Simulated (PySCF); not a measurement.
PySCF 2.14.0, PBE0/def2-svp, df: Mo(O)(NMe)(OH)(OMe) (C[N]=[Mo](=[O])([OH])[O]C), 14 atoms. The geometry is a generated start, not checked to be a minimum at this level.

| Property | Value |
|---|---|
| task | energy |
| method | pbe0 |
| basis | def2-svp |
| two-electron scheme | density fitting |
| mol.max_memory | 3000 MB |
| mf.max_cycle | 100 |
| mf.init_guess | minao (default) |
| mf.DIIS | CDIIS (default) |
| mf.diis_space | 8 (default) |
| mf.conv_tol | 1e-09 (default) |
| mf.grids.level | 3 (default) |
| effective core potentials | those of the basis set, past Kr |
| basis functions | 150 |
| grid points | 175480 |

```xyz
14

Mo    -0.5553     0.5973     0.6499
O      0.0173     2.0458     1.2040
N     -0.4495     0.5387    -1.0847
C     -0.2436     0.8123    -2.4614
H     -1.1961     1.0459    -2.9494
H      0.4309     1.6686    -2.5906
H      0.1919    -0.0548    -2.9723
O     -2.2969     0.4044     1.0850
H     -3.2495     0.5228     1.0832
O      0.4418    -0.7208     1.3010
C      1.5108    -1.5477     1.6198
H      1.1465    -2.4564     2.1186
H      2.0488    -1.8336     0.7014
H      2.2030    -1.0226     2.2958
```

Charge 0 and multiplicity 1 are set for this test and not shown to be the ground state.

One run each on 2 threads, 1 BLAS thread. Values of level_shift (Hartree) tried: 0 (default), 0.1, 0.3, 1.

### Question
Predict the course of the Fock builds along this series.

### Answer
Fewest Fock builds, within one of each other: 0 (default) with 15, 0.1 with 15. The count rises to 41 at 1. All converge to one solution.

```json
[
 {"level_shift (Hartree)": "0 (default)", "Fock builds": "15", "end": "same solution"},
 {"level_shift (Hartree)": "0.1", "Fock builds": "15", "end": "same solution"},
 {"level_shift (Hartree)": "0.3", "Fock builds": "19", "end": "same solution"},
 {"level_shift (Hartree)": "1", "Fock builds": "41", "end": "same solution"}
]
```
